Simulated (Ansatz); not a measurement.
Response to strain in W

Take W in the bcc (W type) structure (space group Im-3m, No. 229; a = 3.135 Å; relaxed with 0.1 eV smearing) as the base.

Strains are applied to the cell and any free atomic positions relax.

Method: Ansatz (a first-principles code), LDA, PAW, cutoff 420 eV, no spin-orbit coupling.

Notes on the quantities. energy relative to the base: free energy F.

```csv
change,energy relative to the base,pressure,volume per atom
base,0 meV/atom,0.0 GPa,15.41 Å³
isotropic strain −3.00 %,+144 meV/atom,37.0 GPa,14.06 Å³
isotropic strain −2.00 %,+62 meV/atom,23.0 GPa,14.50 Å³
isotropic strain −1.50 %,+34 meV/atom,(withheld),14.73 Å³
isotropic strain −1.00 %,(withheld),10.8 GPa,14.95 Å³
isotropic strain −0.50 %,+3.7 meV/atom,5.2 GPa,15.18 Å³
isotropic strain +1.50 %,+31 meV/atom,-13.6 GPa,16.11 Å³
isotropic strain +2.00 %,+55 meV/atom,-17.6 GPa,16.35 Å³
isotropic strain +2.50 %,+84 meV/atom,-21.3 GPa,16.59 Å³
isotropic strain +3.00 %,+119 meV/atom,-24.7 GPa,16.84 Å³
```

**Question.** What belongs in the blanks?

**Answer.** 
- isotropic strain −1.50 %, pressure: 16.7 GPa
- isotropic strain −1.00 %, energy relative to the base: +15 meV/atom

No phonon test of stability was made. The final runs are not spin-polarised.
